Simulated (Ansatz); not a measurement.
Structures of equal composition on the (111) surface of fcc Au: a layer of Sn in place of the second plane; a layer of Sn in place of the third plane. The slabs share one bottom face, and each structure is named by its start. These are constructed structures in small cells; real faces may alloy, dewet or reconstruct in larger ones, and not all known structures of the face are among them. Slabs of about 12 Å with all that they carry, Fermi-Dirac smearing of 0.1 eV. Bottom of the slabs: a bare face, its two planes held. Relaxed from the named starts with such symmetry as they have, on meshes of like density; energies extrapolated to zero smearing; no spin-orbit coupling, no U. Spin-polarised runs, if any, are marked in brackets, and their order is one that fits the cell; the others ran without spin.

Computed with PBE (plane waves to 420 eV, PAW; Ansatz, a program for electronic structure).

**Question.** Rank these by energy per 1x1 cell (lowest first), as PBE gives it.

**Answer.** a layer of Sn in place of the second plane (0.000 eV), a layer of Sn in place of the third plane (0.127 eV)
